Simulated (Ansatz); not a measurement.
Take TaSi2 (space group P6_222, No. 180; a = 4.804 Å, c = 6.604 Å) as the base.

All numbers come from PBE (Ansatz, a first-principles code; PAW; 420 eV plane waves; without spin-orbit coupling), earlier PAW set.

For the base:

| Quantity | Value |
|---|---|
| Lattice parameter a | 4.804 Å |

The change: cell and atoms relaxed at a pressure of 5 GPa.

Task: What does the calculation give for the lattice parameter a after the change?

Result: The lattice parameter a decreases by 0.0454 Å, from 4.804 Å to 4.758 Å.

Load acts through the strain it causes; cell and atoms are relaxed under it. Whether these cells are dynamically stable was not tested. No other phases were tried under pressure. The final runs are not spin-polarised. An odd electron count without spin: TaSi2.
